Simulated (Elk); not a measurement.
Band structure of NbN (Fm-3m, 2 atoms in the cell).

```yaml
crystal:
  lattice:
    - [0.00000, 2.21444, 2.21444]
    - [2.21444, 0.00000, 2.21444]
    - [2.21444, 2.21444, 0.00000]
  atoms:
    - { symbol: Nb, position: [0.50000, 0.50000, 0.50000] }
    - { symbol: N, position: [0.00000, 0.00000, 0.00000] }
```

Computed with PBE, all-electron FP-LAPW, Elk's shipped species files, APW+lo basis with extra local orbitals (Elk).

Settings: xctype = 20; rgkmax = 8; stype = 0; swidth = 0.00183747 Ha; ngridk = 13 13 13; gmaxvr = 14 1/bohr; nxlo = 2; lorbcnd = true; rmtscf = 0.89; lmaxi = 3; maxscl = 100.

The starting cell comes from a database of computed structures (which also holds hypothetical and non-ambient phases and stackings), without a prior relaxation at this level. Its lattice was rescaled by a random factor within 2.5 % of one. Spin polarisation is off. Values depend on the basis (sphere radii, cutoffs, local orbitals), which need not be converged.

Levels in eV from the Fermi level, bands 6 to 13:
```json
[
 {"point": "Γ", "6": "-3.29", "7": "-3.29", "8": "-3.29", "9": "-1.99", "10": "-1.99", "11": "-1.99", "12": "-0.17", "13": "-0.17"},
 {"point": "X", "6": "-5.72", "7": "-4.94", "8": "-3.97", "9": "-3.97", "10": "1.52", "11": "2.65", "12": "2.65", "13": "3.82"},
 {"point": "W", "6": "-6.57", "7": "-5.96", "8": "-5.96", "9": "-0.14", "10": "-0.14", "11": "2.66", "12": "3.26", "13": "4.39"},
 {"point": "K", "6": "-6.72", "7": "-5.94", "8": "-5.55", "9": "-1.89", "10": "1.89", "11": "2.06", "12": "3.88", "13": "4.26"},
 {"point": "L", "6": "-8.99", "7": "-6.93", "8": "-6.93", "9": "1.39", "10": "1.39", "11": "1.88", "12": "4.43", "13": "6.56"},
 {"point": "U", "6": "-6.72", "7": "-5.94", "8": "-5.55", "9": "-1.89", "10": "1.89", "11": "2.06", "12": "3.88", "13": "4.26"}
]
```

Bands cross the Fermi level along this path, so the cell is metallic at this level.
